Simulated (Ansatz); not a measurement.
**InSe (P-6m2, No. 187; cell taken from a computed entry): smallest direct gap on the k points sampled by level of theory**

No measured value is used here.

| level (code) | value (eV) |
|---|---|
| HSE06 (Ansatz) | 1.22 |
| PBE0 (Ansatz) | 1.81 |
| r²SCAN0 (Ansatz) | ? |

Question: Some entries are withheld; supply them.

Answer: 
- r²SCAN0 (Ansatz, a program for electronic structure), value (eV): 2.07

Computed values are for a static lattice. Levels without +SOC have no spin–orbit coupling; where heavier elements are present it shifts gaps, mostly down, and can invert bands.  Values are at the PBEsol cell. Cutoffs differ between the levels. Ansatz's density-functional and Hartree–Fock values are scalar-relativistic unless marked +SOC, with PAW data made under PBE.
